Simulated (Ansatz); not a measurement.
## HfC: isotropic strain +1.50 %

Take HfC in the rock salt structure (space group Fm-3m, No. 225; a = 4.6071 Å; relaxed with 0.1 eV smearing) as the base.

One thing is altered: an isotropic linear strain of +1.50 %, atoms relaxed at fixed cell.

Level of theory: plane-wave PAW DFT at the PBEsol level (Ansatz, a quantum-chemistry and plane-wave program, 420 eV), no SOC. Settings: 22×22×22 k-points, 0.1 eV Fermi–Dirac smearing.

- Volume per atom = 12.78 Å³ (base 12.22 Å³)
- Space group = Fm-3m (No. 225) (base Fm-3m (No. 225))
- Shortest interatomic distance = 4.418 bohr (base 4.353 bohr)
- Energy relative to the base (free energy F) = +18 meV/atom
- Pressure = -10.2 GPa (base 0.0 GPa)
- Band gap = zero (base zero)

Final structure:

```yaml
crystal:
  lattice:
    - [0.00000, 2.33808, 2.33808]
    - [2.33808, 0.00000, 2.33808]
    - [2.33808, 2.33808, 0.00000]
  atoms:
    - { symbol: Hf, position: [0.00000, 0.00000, 0.00000] }
    - { symbol: C, position: [0.50000, 0.50000, 0.50000] }
```

Cost of the whole job for the changed cell (relaxation, final SCF and bands): about 19 core-seconds (a rough figure).

Whether these cells are dynamically stable was not tested. The final runs are not spin-polarised.
